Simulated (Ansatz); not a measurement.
Si$_{15}$As at 1500 K

System: composition Si15As, cell Si60As4, held well above this temperature first, at a temperature that wasn't checked against the liquidus, so perhaps supercooled [in the run: it was liquid; mean temperature 1495 K (target 1500 K); density 2.68 g/cm³].

Computed with PBE (plane waves, PAW; Ansatz, a program for electronic structure).

```json
{
  "number_of_atoms": "64",
  "time_step": "2.0 fs; target pressure 0 GPa",
  "sampled_time": "7.9 ps (NVE); in preparation the cell's shape was held",
  "plane_wave_cutoff": "420 eV",
  "k-points": "one point, (1/4, 1/4, 1/4)",
  "Fermi-Dirac width": "0.129 eV",
  "spin": "not polarised; no spin-orbit coupling"
}
```

- mean temperature = 1495 ± 10 K
- mean pressure = -0.32 ± 0.06 GPa
- volume per atom = 19.2 Å³
- density = 2.68 g/cm³
- first peak of g(As-As) = 2.88 Å, height 1.7
- first minimum of g(As-As) = near 3.3 Å
- first peak of g(As-Si) = 2.56 Å, height 1.8
- first minimum of g(As-Si) = near 3.1 Å
- first peak of g(Si-Si) = 2.46 Å, height 2.3
- first minimum of g(Si-Si) = near 3.2 Å
- coordination of As (bonds up to As-As 3.34, As-Si 3.10 Å) = 5.2 (5-fold 35 %, 6-fold 26 %, 4-fold 22 %)
- coordination of Si (bonds up to As-Si 3.10, Si-Si 3.18 Å) = 6.4 (6-fold 33 %, 7-fold 27 %, 5-fold 19 %)
- Si-Si-Si angle = mean 99°, spread 32°, most frequent near 94°
- As-Si-Si angle = mean 101°, spread 31°, most frequent near 92°
- Si-As-Si angle = mean 100°, spread 31°, most frequent near 98°
- state = all species diffuse (liquid)
- diffusion coefficient of Si (no finite-size correction) = 22 × 10⁻⁵ cm²/s (± 2)
- mean vibrational (phonon) frequency = 5.1 THz

Preparation at the same level, by Langevin dynamics: ease 0.15 ps at 1420 K; melt 0.74 ps at 2839 K, volume free at 4 GPa; cool 0.29 ps from 2839 to 1920 K (3100 K/ps); cool 0.71 ps from 1920 to 1500 K (590 K/ps), volume free; settle 1.76 ps at 1500 K, volume free; hold 0.43 ps at 1500 K. The solute's share, one atom in sixteen, is far above doping levels in devices. Atoms moved only 3.8 Å² (mean square) in the hot stage, so mixing may be incomplete. On the run's last frame a denser k-mesh moved the forces by 0.093 eV/Å rms, the static pressure by 0.10 GPa and the free energy by 12 meV/atom, which is about how far such values are converged. Warnings of the run: stress scf threshold loose, symmetry auto disabled.

The cell is small and the run short, so the averages carry size and sampling errors.
